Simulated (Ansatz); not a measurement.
# NbN: pressure series

The reference is NbN in the rock salt structure (space group Fm-3m, No. 225; a = 4.421 Å).

Cell and atoms are relaxed at each pressure.

Computed with PBE (Ansatz, a first-principles code), scalar-relativistic without spin-orbit coupling.

| pressure (GPa) | volume per atom (Å³/atom) |
|---|---|
| -2 | 10.875 |
| -1 | 10.838 |
| 0 | 10.803 |
| 3 | 10.700 |
| 7 | 10.571 |
| 15 | 10.335 |
| 50 | 9.543 |
| 75 | ? |
| 100 | 8.782 |

**Question.** Fit the third-order Birch–Murnaghan form P(V) = (3B₀/2)[(V₀/V)^(7/3) − (V₀/V)^(5/3)]·[1 + (3/4)(B₀′ − 4)((V₀/V)^(2/3) − 1)] (squares taken in P) to the rows shown and predict the withheld row.

**Answer.** Least squares on the printed values gives V₀ = 10.803 Å³/atom, B₀ = 308 GPa, B₀′ = 4.3; this predicts 9.125 Å³/atom, and the run gives 9.125 Å³/atom, in agreement.

Measured bulk modulus of NbN: 292 GPa (temperature not stated; as listed in arXiv:1102.4063); the computed value is for a static lattice, so the two differ by thermal effects too.

Load acts through the strain it causes; cell and atoms are relaxed under it. No phonon test of stability was made. Competing high-pressure phases were not computed. The final runs are not spin-polarised.
